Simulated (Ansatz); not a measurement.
Base system: SnO₂ in the rutile structure (space group P4_2/mnm, No. 136).

```
CELL_PARAMETERS angstrom
      4.76918     0.00000     0.00000
      0.00000     4.76918     0.00000
      0.00000     0.00000     3.21200
ATOMIC_POSITIONS crystal
  Sn 0.00000 0.00000 0.00000
  Sn 0.50000 0.50000 0.50000
  O  0.30627 0.30627 0.00000
  O  0.80627 0.19373 0.50000
  O  0.19373 0.80627 0.50000
  O  0.69373 0.69373 0.00000
```

Cartesian axes are those of the cell as printed.

Computed with PBEsol, PAW, 420 eV (Ansatz, a program for electronic structure; spin-orbit coupling left out).

Before the change:

| Property | Value |
|---|---|
| Valence-band top at Γ | 0.00, -0.77, -0.77 eV |
| Pressure | 0.00 GPa |

One thing is altered: biaxial strain +2.40 %, plane normal [001], relaxed out of plane (Cartesian); in-plane vectors clamped, the third vector and the atoms free.

Task: Predict the new valence-band top at Γ, pressure and ratio −ε⊥/ε∥.

Result: The valence-band top at Γ (three highest levels, from the VBM) changes from 0.00, -0.77, -0.77 eV to 0.00, -0.79, -0.79 eV; the pressure (mean of the normal stresses, compression positive) goes from zero to -4.20 GPa; the ratio −ε⊥/ε∥ comes out as 0.64.

The levels and masses belong to the bands next to the band gap. Stability against distortions was not tested.
